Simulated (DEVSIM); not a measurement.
Structure: abrupt In0.53Ga0.47As n-p junction, at 300 K.

Layer 1 from the left is In0.53Ga0.47As, thickness (μm) 1.20, Nd (cm⁻³) 4.7e15, τn (s) 4.9e-9, τp (s) 4.9e-9. Layer 2 from the left is In0.53Ga0.47As, thickness (μm) 22.0, Na (cm⁻³) 4.4e15, τn (s) 4.9e-9, τp (s) 4.9e-9.

Left contact: ohmic. Right contact: ohmic. Voltage is applied to the left contact. Recombination: SRH at mid-gap, Auger. Mobility is μmin + (μ − μmin)/(1 + (N/Nref)^α).

The device is made up for the run: typed textbook-type constants, with dimensions and the other settings drawn at random. Values at 300 K.

In0.53Ga0.47As: gap (eV) 0.74, affinity (eV) 4.51, permittivity 13.9, Nc (cm⁻³) 2.1e17, Nv (cm⁻³) 7.7e18, μn (cm²/Vs) 12000, μp (cm²/Vs) 300, μn,min 300, μp,min 10, Nref,n 1.3e17, Nref,p 4.9e17, αn 0.48, αp 0.4, Cn (cm⁶/s) 5e-29, Cp (cm⁶/s) 5e-29.

Simulated with DEVSIM: 1D drift-diffusion, Boltzmann statistics, complete ionisation; no tunnelling, impact ionisation, image-force lowering or self-heating.

### Question
What does the simulation give for the dark forward voltage at 100 A/cm², the potential step across the device at zero bias?

### Answer
dark forward voltage at 100 A/cm² 0.669 V; potential step across the device at zero bias 0.449 V.
